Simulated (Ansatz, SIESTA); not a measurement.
## VOF (P1, 6 atoms in the cell) computed with different codes at matched settings

Self-consistent single point, at a second geometry (atoms moved at random). First geometry:

```yaml
crystal:
  lattice:
    - [1.72039, 0.99327, 6.02031]
    - [-1.72039, 0.99327, 6.02031]
    - [0.00000, -1.98654, 6.02031]
  atoms:
    - { symbol: V, position: [0.23946, 0.23946, 0.23946], spin: 2.0 }
    - { symbol: V, position: [0.76054, 0.76054, 0.76054], spin: 2.0 }
    - { symbol: O, position: [0.12491, 0.12491, 0.12491] }
    - { symbol: O, position: [0.87509, 0.87509, 0.87509] }
    - { symbol: F, position: [0.37335, 0.37335, 0.37335] }
    - { symbol: F, position: [0.62665, 0.62665, 0.62665] }
```
(The spins are starting values, not results.)

Second geometry:
```xyz
6
Lattice="1.7204 0.9933 6.0203 -1.7204 0.9933 6.0203 0.0000 -1.9865 6.0203" Properties=species:S:1:pos:R:3 pbc="T T T"
V      0.0032    -0.0253     4.3650
V     -0.0213     0.0566    13.7277
O     -0.0103     0.0165     2.2421
O     -0.0375    -0.0410    15.7888
F      0.0415    -0.0135     6.7471
F      0.0245     0.0067    11.3120
```
Moments meant for the start (each program seeds them in its own way; μB, in the order of the atoms V V O O F F): 2.0 2.0 0.0 0.0 0.0 0.0.

Shared settings, as Ansatz (an electronic-structure program) writes them: kpoints.mp_grid.grid = 6 6 6; scf.occupations.method = fermi_dirac; scf.occupations.width = 0.02 eV. Potentials and cutoffs stand in the table.

```
code                                                                                                                       model  ΔF from the first geometry (meV/atom)  pressure (GPa)  largest force (eV/Å)  size of the net moment (μB/atom)       cutoff
------  ------------------------------------------------------------------------------------------------------------------------  -------------------------------------  --------------  --------------------  --------------------------------  -----------
SIESTA  LDA PW92, numerical atomic orbitals DZP, PseudoDojo LDA standard norm-conserving potentials (rewritten from UPF to PSML)                                   12.6          -22.16                 1.033                              0.67  grid 300 Ry
Ansatz                                                                                       LDA (PW92), PAW files made with PBE                                   13.6          -21.66                 1.215                              0.67       420 eV
```

Size of the force on each atom (eV/Å): Sizes of forces hide their directions.

| code | V1 | V2 | O3 | O4 | F5 | F6 |
|---|---|---|---|---|---|---|
| SIESTA | 1.033 | 0.840 | 0.294 | 0.631 | 0.335 | 0.227 |
| Ansatz | 1.215 | 0.985 | 0.238 | 0.609 | 0.285 | 0.215 |

On Ansatz's run: the magnetic order is the one reached from the typed start; others were not searched systematically.

The spread over the programs that give each value: ΔF from the first geometry within 1.0 meV/atom; pressure within 0.50 GPa; largest force within 0.182 eV/Å; size of the net moment within 0.00 μB/atom.

SIESTA uses small atom-centred bases, whose incompleteness enters pressures, forces and empty levels differently from a plane-wave cutoff. Ansatz's pressure is given at a fixed set of plane waves, as the other plane-wave codes print theirs; with its correction for the finite basis it is -20.89 GPa (the shift of 0.77 GPa shows how far the cutoff is from converged).

The starting cell comes from a database of computed structures (which also holds hypothetical and non-ambient phases and stackings), without a prior relaxation at this level. For this run, on top of that: atoms moved at random.

Keys are those of Ansatz 0.2.
